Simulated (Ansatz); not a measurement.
Electronic density of states of amorphous Si₃₂O₃₂, density 2.24 g/cm³, on a 2×2×2 Γ-centred mesh with a Gaussian width of 0.1 eV; energies count from the Fermi level, whose place inside the gap is arbitrary. Cell and mesh are small, so fine structure isn't converged. Method: PBE, scalar-relativistic without spin-orbit coupling (plane waves to 420 eV, PAW; Ansatz, a quantum-chemistry and plane-wave program). Sampling: a 2×2×2 Γ-centred mesh; Fermi-Dirac width 0.02 eV; no spin polarisation. The usual formal charges leave 64 electrons over, so the level spacing at the Fermi energy parts defect or band states and needn't be the band gap.

Preparation: random packing, a CHGNet melt and quench, and a DFT relaxation. O atoms were pushed apart under 1.9 Å during the dynamics, to hinder bonds among them. The hot cell started wider than the set density and was brought back towards it in steps. It is the lowest in DFT energy of 8 quenches. It is a model cell: composition and starting density were chosen by hand, and all elements were melted together. No dispersion term was used. Its density started from a set value of 2.23 and ended at 2.24 g/cm³. The simulated quench (nominally 150 K/ps over its main leg) is rapid and tends to freeze in more defects than a deposited or slowly cooled glass has. One small periodic cell is one sample of the glass; other quenches scatter about these values. Volume and shape were free in the relaxation. On a 2×2×2 Γ-centred mesh force components of up to 0.17 eV/Å stay, since the relaxation ran on the zone centre alone.

(E - EF (eV), states/(eV atom)): (-12.00, 0.17); (-11.90, 0.24); (-11.80, 0.21); (-11.70, 0.19); (-11.60, 0.20); (-11.50, 0.21); (-11.40, 0.21); (-11.30, 0.21); (-11.20, 0.26); (-11.10, 0.27); (-11.00, 0.21); (-10.90, 0.19); (-10.80, 0.19); (-10.70, 0.20); (-10.60, 0.27); (-10.50, 0.26); (-10.40, 0.23); (-10.30, 0.19); (-10.20, 0.22); (-10.10, 0.25); (-10.00, 0.24); (-9.90, 0.27); (-9.80, 0.23); (-9.70, 0.21); (-9.60, 0.23); (-9.50, 0.24); (-9.40, 0.23); (-9.30, 0.22); (-9.20, 0.22); (-9.10, 0.23); (-9.00, 0.27); (-8.90, 0.29); (-8.80, 0.26); (-8.70, 0.31); (-8.60, 0.40); (-8.50, 0.42); (-8.40, 0.46); (-8.30, 0.48); (-8.20, 0.38); (-8.10, 0.32); (-8.00, 0.43); (-7.90, 0.50); (-7.80, 0.26); (-7.70, 0.07); (-7.60, 0.11); (-7.50, 0.14); (-7.40, 0.17); (-7.30, 0.25); (-7.20, 0.26); (-7.10, 0.29); (-7.00, 0.30); (-6.90, 0.35); (-6.80, 0.43); (-6.70, 0.43); (-6.60, 0.43); (-6.50, 0.43); (-6.40, 0.44); (-6.30, 0.46); (-6.20, 0.41); (-6.10, 0.45); (-6.00, 0.59); (-5.90, 0.63); (-5.80, 0.60); (-5.70, 0.61); (-5.60, 0.65); (-5.50, 0.63); (-5.40, 0.67); (-5.30, 0.73); (-5.20, 0.80); (-5.10, 0.83); (-5.00, 0.78); (-4.90, 0.78); (-4.80, 0.84); (-4.70, 0.91); (-4.60, 0.89); (-4.50, 0.78); (-4.40, 0.68); (-4.30, 0.66); (-4.20, 0.66); (-4.10, 0.67); (-4.00, 0.67); (-3.90, 0.59); (-3.80, 0.53); (-3.70, 0.53); (-3.60, 0.46); (-3.50, 0.32); (-3.40, 0.22); (-3.30, 0.19); (-3.20, 0.21); (-3.10, 0.23); (-3.00, 0.23); (-2.90, 0.26); (-2.80, 0.26); (-2.70, 0.17); (-2.60, 0.09); (-2.50, 0.13); (-2.40, 0.21); (-2.30, 0.19); (-2.20, 0.15); (-2.10, 0.26); (-2.00, 0.29); (-1.90, 0.20); (-1.80, 0.18); (-1.70, 0.21); (-1.60, 0.19); (-1.50, 0.11); (-1.40, 0.06); (-1.30, 0.11); (-1.20, 0.16); (-1.10, 0.20); (-1.00, 0.15); (-0.90, 0.16); (-0.80, 0.13); (-0.70, 0.14); (-0.60, 0.12); (-0.50, 0.07); (-0.40, 0.10); (-0.30, 0.11); (-0.20, 0.06); (-0.10, 0.01); (0.00, 0.00); (0.10, 0.01); (0.20, 0.05); (0.30, 0.11); (0.40, 0.10); (0.50, 0.04); (0.60, 0.02); (0.70, 0.11); (0.80, 0.20); (0.90, 0.19); (1.00, 0.10); (1.10, 0.06); (1.20, 0.14); (1.30, 0.18); (1.40, 0.25); (1.50, 0.29); (1.60, 0.28); (1.70, 0.25); (1.80, 0.21); (1.90, 0.16); (2.00, 0.10); (2.10, 0.14); (2.20, 0.21); (2.30, 0.29); (2.40, 0.28); (2.50, 0.27); (2.60, 0.29); (2.70, 0.30); (2.80, 0.29); (2.90, 0.33); (3.00, 0.41); (3.10, 0.35); (3.20, 0.29); (3.30, 0.25); (3.40, 0.24); (3.50, 0.29); (3.60, 0.36); (3.70, 0.36)

The level spacing at the Fermi energy on this mesh is 0.51 eV; the broadening fills part of it in the curve.
